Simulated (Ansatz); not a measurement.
Hypothetical diamond Cu, pressure series

Take Cu in the diamond structure (space group Fd-3m, No. 227; a = 5.231 Å; a hypothetical phase, not in the database extracts checked) as the base.

Cell and atoms are relaxed at each pressure.

Method: PBEsol in Ansatz (plane waves to 420 eV, PAW, scalar-relativistic without spin-orbit coupling).

```csv
pressure (GPa),volume per atom (Å³/atom)
-2,18.473
-1,18.164
0,17.890
0.3,?
0.7,17.712
1.5,17.518
3,17.190
5,16.800
7.5,16.374
```

**Question.** Fit the third-order Birch–Murnaghan form P(V) = (3B₀/2)[(V₀/V)^(7/3) − (V₀/V)^(5/3)]·[1 + (3/4)(B₀′ − 4)((V₀/V)^(2/3) − 1)] (squares taken in P) to the rows shown and predict the withheld row.

**Answer.** Least squares on the printed values gives V₀ = 17.890 Å³/atom, B₀ = 67.9 GPa, B₀′ = 5.0; this predicts 17.812 Å³/atom, and the run gives 17.813 Å³/atom, in agreement.

Load acts through the strain it causes; cell and atoms are relaxed under it. Stability against distortions was not tested. No other phases were tried under pressure. All final runs are without spin polarisation.

Ansatz is an electronic-structure program.
